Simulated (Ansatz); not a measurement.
Response to strain in TaN

Base system: TaN in the rock salt structure (space group Fm-3m, No. 225; a = 4.375 Å; relaxed with 0.1 eV smearing). Axes: x, y, z lie along the cube axes.

Strains are applied to the cell and any free atomic positions relax; under stress the whole cell relaxes.

Level of theory: PBEsol/PAW in Ansatz (an electronic-structure program), no spin-orbit coupling, earlier PAW set.

Candidates:
(a) tensor shear ε_xz = +2.32 %
(b) uniaxial strain ε_zz = −2.58 %
(c) isotropic strain −5.01 %
(d) uniaxial strain ε_yy = −1.22 %
(e) uniaxial stress, 5 GPa tension along z

Notes on the quantities. energy relative to the base: free energy F.

Problem. Order them by energy relative to the base, highest first.

Solution. (c) isotropic strain −5.01 % (+0.314 eV/atom), (b) uniaxial strain ε_zz = −2.58 % (+19 meV/atom), (a) tensor shear ε_xz = +2.32 % (+5.0 meV/atom), (d) uniaxial strain ε_yy = −1.22 % (+4.1 meV/atom), (e) uniaxial stress, 5 GPa tension along z (+1.1 meV/atom)

Stability under load was not tested beyond the relaxation. All final runs are without spin polarisation. This is not the structure that TaN has at room temperature and ambient pressure.
